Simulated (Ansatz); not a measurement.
Ge (diamond structure), cut as [110] wire, round, centred on channel, 0.77 nm across, F-ended; geometry relaxed with PBE. The relaxation kept the symmetry of its start, so a lower minimum of less symmetry isn't excluded. The period along the axis is held at the bulk value. With Ansatz (a program for electronic structure) with PBE the gap on the k-mesh of the run is 0.98 eV. k-points: Γ-centred 1×1×7 mesh; occupations: Fermi-Dirac, 0.020 eV; spin polarisation not allowed. No spin-orbit coupling.

Question: What gap does HSE06 run with Ansatz give on the same geometry and mesh?

Answer: 1.73 eV, wider by 0.75 eV.
